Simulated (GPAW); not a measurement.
Worked example: self-consistent single point of ZrAs (P1, 8 atoms in the cell) in GPAW.

Level of theory: PBEsol, GPAW PAW datasets PBEsol (made by gpaw-setup) (plane waves; GPAW).

The change in words: atoms moved at random. Reference geometry:
```xyz
8
Lattice="3.8700 0.0000 0.0000 -1.9350 3.3516 0.0000 0.0000 0.0000 13.0205" Properties=species:S:1:pos:R:3 pbc="T T T"
Zr     0.0000     2.2344     1.5174
Zr     1.9350     1.1172    11.5031
Zr     1.9350     1.1172     8.0277
Zr     0.0000     2.2344     4.9928
As     0.0000     0.0000     0.0000
As     0.0000     0.0000     6.5102
As     0.0000     2.2344     9.7654
As     1.9350     1.1172     3.2551
```

Reference input (self-consistent single point, DFT PBEsol, plane waves, GPAW PAW datasets PBEsol (made by gpaw-setup)): mode = pw; ecut = 600 eV; xc = PBEsol; kpts = 5 5 2; mesh shift (steps) = 0 0 0; occupations.name = methfessel-paxton; occupations.width = 0.1 eV; occupations.order = 0; nbands = -16; convergence.density = 1e-05 e/electron; convergence.energy = 1e-05 eV/electron; symmetry.symmorphic = false. This run's input differs from it in these lines:

```diff
@@ -8,10 +8,10 @@
                     [0.000000, 0.000000, 13.020495]],
-              scaled_positions=[[0.333333, 0.666667, 0.116540],
-                                [0.666667, 0.333333, 0.883460],
-                                [0.666667, 0.333333, 0.616540],
-                                [0.333333, 0.666667, 0.383460],
-                                [0.000000, 0.000000, 0.000000],
-                                [0.000000, 0.000000, 0.500000],
-                                [0.333333, 0.666667, 0.750000],
-                                [0.666667, 0.333333, 0.250000]],
+              scaled_positions=[[0.317517, 0.659941, 0.113151],
+                                [0.672031, 0.339335, 0.881527],
+                                [0.667881, 0.333383, 0.619063],
+                                [0.331203, 0.650372, 0.388133],
+                                [0.020076, 0.007633, 0.002517],
+                                [-0.002066, 0.006886, 0.495281],
+                                [0.323917, 0.666294, 0.753336],
+                                [0.669441, 0.336157, 0.246992]],
               pbc=True)
```

Output (repeated stretches shortened):

```
     iter     time        total  log10-change:
                         energy   eigst   dens
iter:   1 --:--:--   -62.212927
iter:   2 --:--:--   -62.167842   -0.82  -1.24
iter:   3 --:--:--   -61.555665   -0.99  -1.27
iter:   4 --:--:--   -61.567481   -1.86  -1.56
iter:   5 --:--:--   -61.601048   -2.18  -1.61
   [... 4 lines left out ...]
iter:  10 --:--:--   -61.560605   -4.05  -2.49
iter:  11 --:--:--   -61.564285   -3.40  -2.78
iter:  12 --:--:--   -61.559276   -3.44  -2.63
iter:  13 --:--:--   -61.559002   -4.11  -3.14
iter:  14 --:--:--   -61.558895c  -5.11  -3.25
iter:  15 --:--:--   -61.558876c  -5.50  -3.37
iter:  16 --:--:--   -61.558862c  -5.76  -3.55
iter:  17 --:--:--   -61.558860c  -6.52  -3.83
iter:  18 --:--:--   -61.558857c  -6.82  -3.89
iter:  19 --:--:--   -61.558856c  -7.40c -3.98
iter:  20 --:--:--   -61.558858c  -7.06  -4.07
iter:  21 --:--:--   -61.558858c  -8.20c -4.48
iter:  22 --:--:--   -61.558857c  -7.74c -4.54
iter:  23 --:--:--   -61.558856c  -7.62c -4.75
iter:  24 --:--:--   -61.558856c  -8.36c -5.05c
Converged after 24 iterations.

Dipole moment: (-1.010781, -1.344891, -3.342419) |e|*Ang

Energy contributions relative to reference atoms: (reference = -637189.175839)

Kinetic:        +45.657950
Potential:      -50.211624
External:        +0.000000
XC:             -58.320192
Entropy (-ST):   -0.013110
Local:           +1.321565
SIC:             +0.000000
--------------------------
Free energy:    -61.565410
Extrapolated:   -61.558856

Showing only first 2 kpts
 Kpt  Band  Eigenvalues  Occupancy
  0    32      8.60638    1.92260
  0    33      8.69082    1.43251
  0    34      8.75732    0.71243
  0    35      8.91707    0.00859

  1    32      8.70916    1.24531
  1    33      8.75078    0.78241
  1    34      8.76710    0.61221
  1    35      8.81832    0.21821

Fermi level: 8.73125

No gap
   [... lines left out ...]
  2 Zr   -0.25769    0.09421   -0.58363
  3 Zr   -0.31865    0.59623   -0.93336
  4 As   -0.92854   -0.24322   -0.72970
  5 As    0.40209   -0.62990    1.11290
  6 As    0.29341    0.13525   -0.40438
  7 As   -0.06930   -0.11277    0.29541

Stress tensor:
     0.043238    -0.000299    -0.000712
    -0.000299     0.038087     0.002102
    -0.000712     0.002102     0.039491
Stress (GPa, Voigt): [ 6.9275  6.1021  6.3272  0.3368 -0.1141 -0.0479]
```

The run converged in 24 iterations. GPAW prints stress with tension positive. Against the reference run the free energy goes up by 25.3 meV/atom, the pressure goes from -7.08 to -6.45 GPa and the largest force goes from 0.185 to 1.341 eV/Å.

The starting cell comes from a database of computed structures (which also holds hypothetical and non-ambient phases and stackings), without a prior relaxation at this level. Its lattice was rescaled by a random factor within 2.5 % of one. For this run, on top of that: atoms moved at random. With a pressure of about -6 GPa the cell is away from its equilibrium volume at this level. Forces in this geometry exceed 1 eV/Å.

Cost on one core of a shared machine: roughly 7 min.
